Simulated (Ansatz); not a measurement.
A self-consistent single point of InNi3N (P1, 5 atoms in the cell) with Ansatz (a quantum-chemistry and plane-wave program).

Method: LDA (PW92), PAW files made with PBE (plane waves; Ansatz).

The change in words: atoms moved at random. Reference geometry:
```
InNi3N
1.0
    3.83986     0.00000     0.00000
    0.00000     3.83986     0.00000
    0.00000     0.00000     3.83986
In Ni N
1 3 1
Direct
  0.00000   0.00000   0.00000
  0.50000   0.50000   0.00000
  0.00000   0.50000   0.50000
  0.50000   0.00000   0.50000
  0.50000   0.50000   0.50000
```

Reference input (self-consistent single point, DFT, LDA (PW92), plane waves, PAW files made with PBE): basis.ecutwfc = 30.9 Ry; kpoints.mp_grid.grid = 9 9 9; hamiltonian.xc = lda; hamiltonian.pseudopotentials = {kind: paw} (the program's default PAW files); scf.occupations.method = gaussian; scf.occupations.width = 0.0073 Ry. This run's input differs from it in these lines:

Ansatz 0.2 input:
```diff
@@ -6,7 +6,7 @@
   atoms:
-    - { symbol: In, position: [0.00000000, 0.00000000, 0.00000000] }
-    - { symbol: Ni, position: [0.50000000, 0.50000000, 0.00000000] }
-    - { symbol: Ni, position: [0.00000000, 0.50000000, 0.50000000] }
-    - { symbol: Ni, position: [0.50000000, 0.00000000, 0.50000000] }
-    - { symbol: N, position: [0.50000000, 0.50000000, 0.50000000] }
+    - { symbol: In, position: [-0.00845700, 0.00548800, 0.00704600] }
+    - { symbol: Ni, position: [0.49014500, 0.49685000, 0.00357900] }
+    - { symbol: Ni, position: [0.00313400, 0.50362100, 0.50524600] }
+    - { symbol: Ni, position: [0.51472800, 0.00013500, 0.49386900] }
+    - { symbol: N, position: [0.50045000, 0.49390600, 0.49025900] }
 basis:
```

Output, abridged:

```
SCF iter   1: F=—  HF=-23153.886911 eV  |F-HF|=—  |Δ(HF+E_count)|=         —  Δρ=1.37e-1  dr2=8.56e0  ethr=3.10e-3  ⟨swp⟩=5.7  Hψ=52818  notcnv=0  defer=23
all-band conjugate gradients solve this SCF's bands
preconditioner: auto → Resta (q_TF=auto, 2.840 Å⁻¹)
SCF iter   2: F=—  HF=-23152.535762 eV  |F-HF|=—  |Δ(HF+E_count)|=    1.35e0  Δρ=5.04e-2  dr2=1.39e0  ethr=3.10e-3  ⟨swp⟩=2.9  Hψ=25704  notcnv=0  defer=1064
   [... lines left out ...]
SCF iter   6: F=—  HF=-23152.143855 eV  |F-HF|=—  |Δ(HF+E_count)|=   1.65e-4  Δρ=4.06e-4  dr2=1.04e-4  ethr=7.59e-7  ⟨swp⟩=2.0  Hψ=24006  notcnv=0  defer=1041
SCF iter   7: F=—  HF=-23152.143851 eV  |F-HF|=—  |Δ(HF+E_count)|=   4.14e-6  Δρ=1.56e-4  dr2=1.42e-5  ethr=1.45e-7  ⟨swp⟩=2.3  Hψ=26661  notcnv=0  defer=1041
SCF iter   8: F=—  HF=-23152.143851 eV  |F-HF|=—  |Δ(HF+E_count)|=   2.11e-7  Δρ=4.01e-5  dr2=9.21e-7  ethr=1.97e-8  ⟨swp⟩=2.0  Hψ=20388  notcnv=0  defer=1041
SCF iter   9: F=-23152.143850 eV  HF=-23152.143850 eV  |F-HF|=6.08e-8  |Δ(HF+E_count)|=   1.79e-7  Δρ=1.37e-5  dr2=9.02e-8  ethr=1.39e-10  ⟨swp⟩=10.0  Hψ=74583  notcnv=0
SCF 1 converged in 9 iterations: F = -23152.143850 eV  dr2 = 9.02e-8
Free energy (F): -23152.143850 eV
Internal energy: -23152.132275 eV  (E = F + TS)
E sigma→0 (E₀):  -23152.138063 eV
Entropy (-TS):   -0.011575 eV (-2.315 meV/atom)
Fermi energy:    16.808415 eV
--- Forces (eV/Å), atoms counted from 1 ---
  atom   1  In     0.25772010    -0.15660181    -0.23909409
  atom   2  Ni    -0.00491999     0.06061014    -0.46882978
  atom   3  Ni    -0.08064680     0.00177641     0.01802517
  atom   4  Ni    -0.22417662    -0.19614111     0.12503312
  atom   5  N      0.05201366     0.29036576     0.56488372
--- Stress (GPa, compression-positive) ---
       -9.428531      -0.078267      -0.162280
       -0.078267      -9.680681      -0.040578
       -0.162280      -0.040578      -8.958805
  P = ⅓ Tr σ = -9.3560 GPa (-93.560 kbar)
  The stress holds the Pulay correction. Without it, at fixed plane waves, as pw.x and ABINIT print it: P = -9.5334 GPa
```

The run converged in 9 iterations. Against the reference run the free energy rises by 6.8 meV/atom, the pressure goes from -9.82 to -9.36 GPa and the largest force goes from 0.000 to 0.637 eV/Å.

The starting cell comes from a database of computed structures (which also holds hypothetical and non-ambient phases and stackings), without a prior relaxation at this level. For this run, on top of that: atoms moved at random. Spin polarisation is off, so a magnetic state, if there is one, cannot be reached. With a pressure of about -9 GPa the cell is away from its equilibrium volume at this level. Ansatz's pressure includes its estimate of the finite-basis (Pulay) stress.

Cost on one core of a shared machine: roughly 70 s.
